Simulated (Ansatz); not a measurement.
## How far to go with the plane-wave cutoff: Ge (P3m1, 4 atoms in the cell)

```yaml
crystal:
  lattice:
    - [3.97760, 0.00000, 0.00000]
    - [-1.98880, 3.44470, 0.00000]
    - [0.00000, 0.00000, 6.56638]
  atoms:
    - { symbol: Ge, position: [0.66667, 0.33333, 0.07051] }
    - { symbol: Ge, position: [0.33333, 0.66667, 0.93710] }
    - { symbol: Ge, position: [0.33333, 0.66667, 0.56290] }
    - { symbol: Ge, position: [0.66667, 0.33333, 0.43710] }
```

Method of the run: LDA (PW92), default PAW files made with PBE (plane waves; Ansatz, a quantum-chemistry and plane-wave program).

Base settings: basis.ecutwfc = 30.9 Ry; kpoints.mp_grid.grid = 7 7 3; hamiltonian.xc = lda; hamiltonian.pseudopotentials = {kind: paw} (the program's default PAW files); scf.occupations.method = fermi_dirac; scf.occupations.width = 0.0073 Ry.

The second cell is the first with its lattice scaled by 0.98.

The mesh stays at the base's, so the ladder's end is converged at best in this setting alone.

The first pressure column holds Ansatz's estimate of the finite-basis (Pulay) stress, which hides part of the cutoff error; the other is without it.

Only quantities that move along the ladder and can be compared are tabulated.

The count of work is k-points × plane waves × bands × iterations; it is no time. 

The starting cell comes from a database of computed structures (which also holds hypothetical and non-ambient phases and stackings), without a prior relaxation at this level. Its lattice was rescaled by up to half a per cent. One atom was moved a little off its site on purpose.

| basis.ecutwfc | free energy less the last step's (meV/atom) | energy of the compressed cell less the first (meV/atom) | pressure (GPa) | pressure without the Pulay estimate (GPa) | largest difference of a force vector from the last step's (eV/Å) | count of work / last |
|---|---|---|---|---|---|---|
| 10.7 Ry | 54720.46 | 936.60 | -4.14 | -1294.63 | 1.982 | 0.050 |
| 12.5 Ry | 23797.32 | 98.49 | 2.12 | -654.69 | 0.456 | 0.063 |
| 14 Ry | 11833.30 | -7.13 | -6.30 | -377.56 | 0.171 | 0.074 |
| 15.4 Ry | 6009.47 | -17.10 | -1.49 | -221.74 | 0.058 | 0.074 |
| 16.9 Ry | 2794.28 | -26.49 | 0.07 | -120.39 | 0.137 | 0.083 |
| 18.4 Ry | 1207.59 | 14.64 | -0.40 | -61.03 | 0.061 | 0.093 |
| 21.7 Ry | 164.76 | 7.33 | -1.07 | -11.99 | 0.007 | 0.14 |
| 24.6 Ry | 22.74 | 10.29 | -0.88 | -2.75 | 0.003 | 0.17 |
| 27.9 Ry | 3.24 | 10.40 | -0.90 | -1.04 | 0.000 | 0.23 |
| 30.9 Ry | 2.09 | 10.23 | -0.91 | -0.94 | 0.000 | 0.27 |
| 33.8 Ry | 1.48 | 10.22 | -0.91 | -0.95 | 0.000 | 0.27 |
| 37.1 Ry | 0.92 | 10.23 | -0.91 | -0.93 | 0.000 | 0.31 |
| 41.5 Ry | 0.70 | 10.23 | -0.91 | -0.91 | 0.000 | 0.37 |
| 46.3 Ry | 0.61 | 10.23 | -0.91 | -0.92 | 0.000 | 0.44 |
| 54 Ry | 0.30 | 10.22 | -0.91 | -0.92 | 0.000 | 0.55 |
| 61.7 Ry | 0.11 | 10.21 | -0.91 | -0.92 | 0.000 | 0.67 |
| 74.2 Ry | 0.00 | 10.21 | -0.91 | -0.92 | 0.000 | 1.0 |

Coarsest basis.ecutwfc that holds the free energy within 5 meV/atom of the last step, with all finer ones: 27.9 Ry, at 0.23 of the last step's count of work; the step before is off by 23 meV/atom.

Coarsest basis.ecutwfc that holds the pressure within 0.1 GPa of the last step, with all finer ones: 24.6 Ry, at 0.17 of the last step's count of work; the step before is off by 0.15 GPa.

Coarsest basis.ecutwfc that holds the energy of the compressed cell less the first within 0.5 meV/atom of the last step, with all finer ones: 24.6 Ry, at 0.17 of the last step's count of work; the step before is off by 2.9 meV/atom.

The energy difference between the two cells stays within 1 meV/atom of the last step's from 24.6 Ry on, the total only from 37.1 Ry on: much of the error is common to both cells and cancels.

At the lowest cutoff the pressure without the Pulay estimate lies 1290 GPa under the last step's, the usual sign of Pulay stress in an incomplete plane-wave basis.

Keys are those of Ansatz 0.2.
